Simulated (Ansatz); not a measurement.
Start from Rb in the bcc (W type) structure (space group Im-3m, No. 229; a = 5.6752 Å; relaxed with 0.1 eV smearing).

Method: plane-wave PAW DFT at the PBE level (Ansatz, a program for electronic structure, 420 eV), no SOC.

Strains are applied to the cell and any free atomic positions relax.

One change was made to it. Results:

The pressure goes from zero to 0.2 GPa; the energy grows by 2.9 meV/atom.

Question: Which change produced these results?
A) isotropic strain −2.00 %
B) isotropic strain +1.50 %
C) isotropic strain −2.50 %
D) isotropic strain +0.50 %

Answer: A, isotropic strain −2.00 %. For comparison, the energy relative to the base in the other runs: isotropic strain +0.50 % gives +0.2 meV/atom; isotropic strain +1.50 % gives +1.6 meV/atom; isotropic strain −2.50 % gives +4.6 meV/atom.

Stability against distortions was not tested. The final runs are not spin-polarised.
